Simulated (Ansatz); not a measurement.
## What isotropic strain −2.69 % does to TiSi2

Start from TiSi$_{2}$ (space group Fddd, No. 70; a = 4.806 Å, b = 8.265 Å, c = 8.565 Å).

Modification: every lattice vector is shortened by 2.69 %, atoms relaxed at fixed cell.

All numbers come from PBE (Ansatz, a program for electronic structure, PAW, without spin-orbit coupling), earlier PAW set. Settings: 13×13×13 k-points, 0.05 eV Fermi–Dirac smearing.

- Volume per atom = 13.06 Å³ (base 14.18 Å³)
- Space group = Fddd (No. 70) (base Fddd (No. 70))
- Energy relative to the base (free energy F) = +45 meV/atom
- Pressure (mean of the normal stresses, compression positive) = 14.0 GPa (base 0.0 GPa)
- Band gap = zero (base zero)

No phonon test of stability was made. The final runs are not spin-polarised.
